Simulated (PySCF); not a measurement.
PySCF 2.14.0, WB97X/def2-svp, df: Sn(Cl)3(Vi) (C=[CH][Sn]([Cl])([Cl])[Cl]), 9 atoms. The geometry is a generated start, not checked to be a minimum at this level.

```
Property                                             Value
-------------------------  -------------------------------
task                                                energy
method                                               wb97x
basis                                             def2-svp
two-electron scheme                        density fitting
mol.max_memory                                     3000 MB
mf.max_cycle                                           100
mf.conv_tol                                1e-09 (default)
mf.grids.level                                 3 (default)
effective core potentials  those of the basis set, past Kr
basis functions                                        123
grid points                                         136264
```

```xyz
9

C     -1.7883     0.0615    -0.0972
C     -0.6966     0.6722     0.2937
Sn     1.3178    -0.2132    -0.0117
Cl     1.4276    -1.4024    -2.0213
Cl     3.0300     1.3812    -0.0889
Cl     1.9094    -1.7326     1.6627
H     -1.7719    -0.8948    -0.5940
H     -2.7640     0.5014     0.0645
H     -0.6640     1.6268     0.7924
```

With the defaults (mf.diis = true, mf.init_guess = minao, mf.damp = 0, mf.diis_start_cycle = 1, mf.diis_damp = 0, mf.level_shift = 0, mf.DIIS = CDIIS, mf.diis_space = 8) it converges in 13 Fock builds. One run each on 2 threads, 1 BLAS thread, with these changes:
- mf.diis_damp = 0.3
- mf.diis = false, mf.damp = 0.7, mf.diis_start_cycle = 999
- mf.init_guess = mod_huckel
- mf.DIIS = EDIIS
- mf.level_shift = 0.1 Hartree
- mf.diis_space = 5
- mf.diis = false
- mf.init_guess = 1e
- mf.damp = 0.3, mf.diis_start_cycle = 4

**Question.** Which runs fail or end elsewhere than the default run?

**Answer.** No convergence: mf.diis = false (the run ends without SCF convergence in 100 cycles). The rest reach the solution of the defaults.

```tsv
setting	Fock builds	end
the defaults	13	same solution
mf.init_guess = mod_huckel	13	same solution
mf.diis_damp = 0.3	13	same solution
mf.level_shift = 0.1 Hartree	14	same solution
mf.diis_space = 5	14	same solution
mf.damp = 0.3, mf.diis_start_cycle = 4	14	same solution
mf.init_guess = 1e	18	same solution
mf.diis = false, mf.damp = 0.7, mf.diis_start_cycle = 999	43	same solution
mf.DIIS = EDIIS	57	same solution
mf.diis = false	101	no convergence
```
